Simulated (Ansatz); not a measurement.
Base system: Pt in the fcc (Cu type) structure (space group Fm-3m, No. 225; a = 3.9415 Å; relaxed with 0.1 eV smearing). Axes: x, y, z lie along the cube axes.

Calculations: Kohn–Sham DFT with the r2SCAN functional, run in Ansatz (a quantum-chemistry and plane-wave program) with PAW and 500 eV plane waves, without spin-orbit coupling, earlier PAW set.

Strains are applied to the cell and any free atomic positions relax; under biaxial strain the out-of-plane vector relaxes too; under stress the whole cell relaxes.

One change was made to it. Results:

The energy increases by 7.5 meV/atom; the volume per atom decreases by 0.16 Å³ (15.31 Å³ → 15.15 Å³).

Question: Which change produced these results?
A) biaxial strain −2.05 %, plane normal [001], relaxed out of plane
B) biaxial strain −1.74 %, plane normal [001], relaxed out of plane
C) biaxial strain −2.26 %, plane normal [110], relaxed out of plane
D) tensor shear ε_xy = −3.18 %
E) uniaxial stress, 0.5 GPa tension along x

Answer: B, biaxial strain −1.74 %, plane normal [001], relaxed out of plane. For comparison, the energy relative to the base in the other runs: biaxial strain −2.05 %, plane normal [001], relaxed out of plane gives +11 meV/atom; biaxial strain −2.26 %, plane normal [110], relaxed out of plane gives +11 meV/atom; tensor shear ε_xy = −3.18 % gives +15 meV/atom; uniaxial stress, 0.5 GPa tension along x gives +0.1 meV/atom.

Beyond what the load breaks, stability against distortions was not tested. All final runs are without spin polarisation.
